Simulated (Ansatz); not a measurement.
Reference: BP (F-43m), r2SCAN with spin-orbit coupling, rigid bands (plane waves, PAW; Ansatz, a first-principles code); axes and stresses refer to this cell.

```
CELL_PARAMETERS angstrom
      0.00000     2.26008     2.26008
      2.26008     0.00000     2.26008
      2.26008     2.26008     0.00000
ATOMIC_POSITIONS crystal
  B  0.00000 0.00000 0.00000
  P  0.25000 0.25000 0.25000
```

* **electron conductivity mass**: 0.32 mₑ
* **hole conductivity mass**: 0.40 mₑ
* **Seebeck coefficient, p-type 1e19 cm⁻³**: 318 μV/K

Q: After one change the values are electron conductivity mass 0.32 mₑ; hole conductivity mass 0.27 mₑ; Seebeck coefficient, p-type 1e19 cm⁻³ 143 μV/K. Name the change that produced these shifts.
A. biaxial stress in (001) of 4 GPa (compression positive)
B. biaxial stress in (001) of -16 GPa (compression positive)
C. biaxial stress in (001) of -4 GPa (compression positive)
D. biaxial stress in (111) of 8 GPa (compression positive)

A: B, biaxial stress in (001) of -16 GPa (compression positive)

Masses are for dilute carriers at 300 K, harmonic means over directions unless an axis is named. Seebeck coefficients are for the stated density at 300 K, with one relaxation time for all states and whether or not that doping can be reached. Stresses and pressures are the targets of the relaxation.  The structure type is held under load, also where the real crystal would transform.
